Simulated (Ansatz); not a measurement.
Take Sn in the diamond structure (space group Fd-3m, No. 227; a = 6.4745 Å; relaxed with 0.1 eV smearing) as the base. Axes: x, y, z lie along the cube axes.

The values are results of LDA, PAW, 420 eV (Ansatz, an electronic-structure program; spin-orbit coupling left out), not measurements.

Strains are applied to the cell and any free atomic positions relax; under biaxial strain the out-of-plane vector relaxes too.

One change was made to it. Results:

The pressure (mean of the normal stresses, compression positive) goes from zero to -0.8 GPa; the volume per atom grows by 0.63 Å³ to 34.56 Å³.

Problem. Which of these changes matches the shifts?
A. biaxial strain +2.00 %, plane normal [001], relaxed out of plane
B. biaxial strain −1.50 %, plane normal [001], relaxed out of plane
C. biaxial strain +0.50 %, plane normal [001], relaxed out of plane
D. biaxial strain −3.00 %, plane normal [001], relaxed out of plane
E. biaxial strain +1.50 %, plane normal [001], relaxed out of plane

Solution. A, biaxial strain +2.00 %, plane normal [001], relaxed out of plane. For comparison, the volume per atom in the other runs: biaxial strain −3.00 %, plane normal [001], relaxed out of plane gives 32.90 Å³; biaxial strain −1.50 %, plane normal [001], relaxed out of plane gives 33.42 Å³; biaxial strain +0.50 %, plane normal [001], relaxed out of plane gives 34.08 Å³; biaxial strain +1.50 %, plane normal [001], relaxed out of plane gives 34.40 Å³.

No phonon test of stability was made.
